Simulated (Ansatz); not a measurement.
The starting structures come from a database of crystals and need not be the phases stable at ambient conditions.

 Where the default PAW files enter, the runs use the earlier of Ansatz's two default sets.

Evanescent states of TlBiS$_{2}$ (R-3m, not sure to be the ambient phase, 4 atoms a cell, 26.7 Å³ an atom) along the normal of (001)

Calculation: PBEsol (plane waves, PAW; Ansatz, a program for electronic structure).

The gap is the functional's own. No spin-orbit coupling. Mid-gap values are interpolated on the energy grid.

Energies count from the valence-band top; κ is the least over a 12×12 mesh across the current.

```json
[
 {"E (eV)": "0.03", "κ (1/Å)": "0.027", "where": "Γ"},
 {"E (eV)": "0.07", "κ (1/Å)": "0.042", "where": "Γ"},
 {"E (eV)": "0.12", "κ (1/Å)": "0.046", "where": "Γ"},
 {"E (eV)": "0.17", "κ (1/Å)": "0.044", "where": "Γ"},
 {"E (eV)": "0.23", "κ (1/Å)": "0.034", "where": "Γ"}
]
```

How thick must the barrier be to attenuate the transmission by 10^4 when the electrodes' Fermi level lies at 0.12 eV, and what attenuation does that film give at 0.23 eV?

d = 4 ln 10 / (2 × 0.046) = 100.1 Å. At 0.23 eV it gives 4 × 0.034/0.046 = 3.0 decades.
